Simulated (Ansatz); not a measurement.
Levels about the gap of amorphous Si₂₄O₅₁La₂ (77 atoms in a cell of 1170 Å³, 2.51 g/cm³; zone centre alone, so wide bands show as single levels with stretches between that a denser mesh fills), at the geometry that PBE relaxed, where it gives 1.0 GPa on a denser mesh. The participation number counts the atoms over which a state spreads; weights are charges in smoothed Voronoi cells. The levels come from a single point, so bond lengths are those of that geometry. Method of the levels: PBE, scalar-relativistic without spin-orbit coupling (Ansatz, an electronic-structure program). Sampling: the zone centre alone; Fermi-Dirac width 0.02 eV; no spin polarisation. At PBE the levels at the filled edge of the gap are localised (band-tail or defect states), and the nearest spread-out levels lie 5.3 eV apart at the zone centre.

A CHGNet melt-quench gave the starting glass, which DFT then relaxed. O atoms were pushed apart under 1.9 Å during the dynamics, to hinder bonds among them. The hot cell started wider than the set density and was brought back towards it in steps. It is the lowest in DFT energy of 2 quenches. It is a model cell: composition and starting density were chosen by hand, and all elements were melted together. No dispersion term was used. Its density started from a set value of 2.51 and ended at 2.51 g/cm³. The quench (nominally 400 K/ps over its main leg) was far faster than any real one, so the model tends to hold more defects than a real film. One small periodic cell is one sample of the glass; other quenches scatter about these values. The volume was held where the preparation left it, at a PBE pressure of 1.0 GPa. Stress components on the final sampling reach 2.6 GPa.

| E - E(highest filled), eV | filling | participation number | largest on | weight O | weight La | weight Si |
|---|---|---|---|---|---|---|
| -0.62 | filled | 6.4 | O, 2 neighbours | 0.91 | 0.04 | 0.05 |
| -0.52 | filled | 3.6 | O, 2 neighbours | 0.94 | 0.02 | 0.04 |
| -0.44 | filled | 3.4 | O, 2 neighbours | 0.94 | 0.02 | 0.04 |
| -0.30 | filled | 5.7 | O, 2 neighbours | 0.93 | 0.03 | 0.04 |
| -0.25 | filled | 5.3 | O, 2 neighbours | 0.94 | 0.03 | 0.03 |
| -0.07 | filled | 5.3 | O, 2 neighbours | 0.92 | 0.05 | 0.03 |
| 0.00 | filled | 4.0 | O, 2 neighbours | 0.95 | 0.03 | 0.02 |
| 4.06 | empty | 58.9 | O, 3 neighbours | 0.70 | 0.04 | 0.27 |
| 4.71 | empty | 1.2 | La, 7 neighbours | 0.06 | 0.93 | 0.01 |
| 4.76 | empty | 1.2 | La, 7 neighbours | 0.05 | 0.94 | 0.01 |
| 4.79 | empty | 1.2 | La, 7 neighbours | 0.06 | 0.93 | 0.01 |
| 4.84 | empty | 1.3 | La, 7 neighbours | 0.07 | 0.92 | 0.01 |
| 4.88 | empty | 1.3 | La, 7 neighbours | 0.08 | 0.91 | 0.01 |
| 4.96 | empty | 1.3 | La, 7 neighbours | 0.08 | 0.91 | 0.01 |

Most localised among these is the empty level at +4.76 eV, on a La atom, which has 7 neighbours (O 2.20 Å, O 2.33 Å, O 2.41 Å, O 2.59 Å, O 2.68 Å, O 2.96 Å, O 2.98 Å).
